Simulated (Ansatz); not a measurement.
The reference is Nb$_{2}$O$_{5}$ (space group C2, No. 5; a = 5.960 Å, b = 5.089 Å, c = 5.742 Å, α = 90.00°, β = 117.74°, γ = 90.00°; a cell from a computed database, its experimental status unchecked).

Levels (all Ansatz, a first-principles code, PAW): PBEsol (420 eV, without spin-orbit coupling); HSE06 (420 eV, no spin-orbit coupling).

The geometry is relaxed with PBEsol.

| Property | Value |
|---|---|
| PBEsol band gap | 1.89 eV |

Question: Predict the band gap from HSE06.

Answer: The band gap increases by 1.35 eV to 3.24 eV.

Single points use the geometry relaxed with PBEsol. HSE06 was sampled on its mesh, a few special points and the semilocal edge points, so its gap is an upper bound. Stability against distortions was not tested.
